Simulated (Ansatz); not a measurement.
Base system: BeTe in the zinc blende structure (space group F-43m, No. 216).

```
BeTe
1.0
    0.00000     2.82847     2.82847
    2.82847     0.00000     2.82847
    2.82847     2.82847     0.00000
Te Be
1 1
Direct
  0.75000   0.75000   0.75000
  0.00000   0.00000   0.00000
```

Computed with r2SCAN in Ansatz (plane waves to 500 eV, PAW, without spin-orbit coupling).

Base values:

```
Property                                Result
-----------------------------  ---------------
Smallest direct gap                    4.04 eV
Width of the top valence band          3.23 eV
Volume per atom                       22.63 Å³
Gap character                  indirect, Γ → X
```

Now apply this change: a hydrostatic pressure of 50 GPa.

Task: Predict the new smallest direct gap, width of the top valence band, volume per atom and gap character.

Result: The smallest direct gap shrinks by 0.68 eV (4.04 eV → 3.36 eV); the width of the top valence band increases by 2.483 eV, from 3.23 eV to 5.72 eV; the volume per atom shrinks by 7.34 Å³, from 22.63 Å³ to 15.29 Å³; the gap character is still indirect, Γ → X.

Spin-orbit coupling, missing from the scalar runs, can matter with Te. Load acts through the strain it causes; cell and atoms are relaxed under it. Stability against distortions was not tested. No other phases were tried under pressure.

Ansatz is an electronic-structure program.
